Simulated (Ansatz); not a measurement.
# Pressure series in BaZrO3

Consider BaZrO$_{3}$ in the cubic perovskite structure (space group Pm-3m, No. 221).

```
CELL_PARAMETERS angstrom
      4.22721     0.00000     0.00000
      0.00000     4.22721     0.00000
      0.00000     0.00000     4.22721
ATOMIC_POSITIONS crystal
  Ba 0.00000 0.00000 0.00000
  Zr 0.50000 0.50000 0.50000
  O  0.00000 0.50000 0.50000
  O  0.50000 0.50000 0.00000
  O  0.50000 0.00000 0.50000
```

Cell and atoms are relaxed at each pressure.

Calculations: Kohn–Sham DFT with the PBE functional, run in Ansatz (a program for electronic structure) with PAW and 420 eV plane waves, no spin-orbit coupling.

Computed cases, in order: pressure −2 GPa; pressure −1 GPa; 0 GPa (base); pressure 3 GPa; pressure 7 GPa; pressure 15 GPa; pressure 30 GPa; pressure 50 GPa; pressure 75 GPa; pressure 100 GPa.

Task: Between which two neighbouring cases does the gap turn between direct and indirect?

Result: Between pressure 15 GPa (3.37 eV, indirect, R → Γ) and pressure 30 GPa (3.49 eV, direct at Γ). The whole series: pressure −2 GPa: 3.15 eV, indirect, R → Γ; pressure −1 GPa: 3.16 eV, indirect, R → Γ; 0 GPa (base): 3.18 eV, indirect, R → Γ; pressure 3 GPa: 3.23 eV, indirect, R → Γ; pressure 7 GPa: 3.28 eV, indirect, R → Γ; pressure 15 GPa: 3.37 eV, indirect, R → Γ; pressure 30 GPa: 3.49 eV, direct at Γ; pressure 50 GPa: 3.44 eV, direct at Γ; pressure 75 GPa: 3.31 eV, direct at Γ; pressure 100 GPa: 3.13 eV, direct at Γ.

Load acts through the strain it causes; cell and atoms are relaxed under it. Whether these cells are dynamically stable was not tested. Competing high-pressure phases were not computed.
